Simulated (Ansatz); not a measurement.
# BeS under load (space group F-43m): band-edge transport data

Input:

```yaml
crystal:
  lattice:
    - [0.00000, 2.39651, 2.39651]
    - [2.39651, 0.00000, 2.39651]
    - [2.39651, 2.39651, 0.00000]
  atoms:
    - { symbol: Be, position: [0.00000, 0.00000, 0.00000] }
    - { symbol: S, position: [0.75000, 0.75000, 0.75000] }
```

Computed with r2SCAN with spin-orbit coupling, rigid bands (plane waves, PAW; Ansatz, an electronic-structure program). Condition of this run: hydrostatic pressure 5 GPa (the target of the relaxation). Geometry: cell and atoms relaxed with r2SCAN, then loaded as said.

```yaml
band_gap: 3.45 eV
electron conductivity mass (300 K, dilute): 0.36 mₑ
hole conductivity mass (300 K, dilute): 0.75 mₑ
effective density of states N_c (300 K): 2.0e19 cm⁻³
effective density of states N_v (300 K): 4.4e19 cm⁻³
density_of_states_mass_electrons: 0.85 mₑ
density_of_states_mass_holes: 1.45 mₑ
Seebeck coefficient, n-type 1e19 cm⁻³, 300 K: -273 μV/K
best n-type power factor at 300 K for τ = 10 fs (best axis; densities from 1e16 to 1e21 cm⁻³ tried, whether or not they can be reached): 8.4 μW/(cm·K²) at 1e20 cm⁻³
Seebeck coefficient, p-type 1e19 cm⁻³, 300 K: 367 μV/K
best p-type power factor at 300 K for τ = 10 fs (best axis; densities from 1e16 to 1e21 cm⁻³ tried, whether or not they can be reached): 16.6 μW/(cm·K²) at 3e20 cm⁻³
```

Rigid bands; masses and Seebeck coefficients take one relaxation time τ for all states and one kind of carrier; polarons and phonon drag are left out.
